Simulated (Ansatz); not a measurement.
hcp Hf (1 0 0) on rutile SnO2 (1 0 0) (film strained to the substrate, started from cuts of the bulks and a machine-learned relaxation; slabs Sn6O12 and Hf8, which can lie off the formulas)

A periodic stack without vacuum, hcp Hf (1 0 0) on rutile SnO2 (1 0 0) (film strained to the substrate, started from cuts of the bulks and a machine-learned relaxation; slabs Sn6O12 and Hf8, which can lie off the formulas): substrate slab Sn6O12, film Hf8, surface cells [[0, -1], [1, -1]] and [[1, 0], [1, 1]], film strained by -4.7 and +1.0 %, outermost planes O/O and Hf/Hf as cut, which need not be the usual terminations and can put a slab off its formula.

The start was prepared with a machine-learned potential, and the result is one local minimum, with the in-plane cell held and forces under 0.04 eV/Å; the film can end far from its bulk form.

Level of theory: PBE (plane waves to 420 eV, PAW; Ansatz, a program for electronic structure). Spin–orbit coupling is left out; the runs are not spin-polarised. Its k-point mesh 12×7×1, Fermi–Dirac width 0.05 eV.

The interface area comes out as 15.6 Å². The period is 27.13 Å and the heights between the nearest atoms of the two slabs at the two interfaces comes out as 0.25 and 0.22 Å. The Hf–O contacts across the interfaces within 1.22 times the sum of covalent radii comes out as 6, mean 2.08 Å. The Hf–Sn contacts across the interfaces within 1.22 times the sum of covalent radii is 4, mean 3.14 Å.

```yaml
crystal:
  lattice:
    - [3.23176, -0.00182, -0.20776]
    - [3.23062, 4.82530, -0.26853]
    - [-1.48119, -1.96580, 27.31233]
  atoms:
    - { symbol: Sn, position: [0.67191, 0.20566, 0.15554] }
    - { symbol: Sn, position: [0.63013, 0.65655, 0.06391] }
    - { symbol: O, position: [0.20863, 0.01308, 0.99784] }
    - { symbol: O, position: [0.39894, 0.00956, 0.18671] }
    - { symbol: O, position: [0.94568, 0.39912, 0.12280] }
    - { symbol: O, position: [0.90523, 0.90917, 0.09169] }
    - { symbol: Sn, position: [0.76573, 0.28925, 0.33418] }
    - { symbol: Sn, position: [0.72091, 0.74537, 0.24486] }
    - { symbol: O, position: [0.40557, 0.52769, 0.21167] }
    - { symbol: O, position: [0.47898, 0.11104, 0.36946] }
    - { symbol: O, position: [0.04840, 0.47381, 0.30120] }
    - { symbol: O, position: [0.03683, 0.96267, 0.27831] }
    - { symbol: Sn, position: [0.86709, 0.36812, 0.51439] }
    - { symbol: Sn, position: [0.81269, 0.83100, 0.42342] }
    - { symbol: O, position: [0.49529, 0.61627, 0.39106] }
    - { symbol: O, position: [0.40663, 0.91079, 0.59464] }
    - { symbol: O, position: [0.12475, 0.57914, 0.48319] }
    - { symbol: O, position: [0.13387, 0.04660, 0.46027] }
    - { symbol: Hf, position: [0.15797, 0.66846, 0.60375] }
    - { symbol: Hf, position: [0.23749, 0.15007, 0.66594] }
    - { symbol: Hf, position: [0.26189, 0.67073, 0.71153] }
    - { symbol: Hf, position: [0.79317, 0.20596, 0.77648] }
    - { symbol: Hf, position: [0.81571, 0.72270, 0.81635] }
    - { symbol: Hf, position: [0.34902, 0.25724, 0.88124] }
    - { symbol: Hf, position: [0.37615, 0.77465, 0.92633] }
    - { symbol: Hf, position: [0.45285, 0.26076, 0.98966] }
```
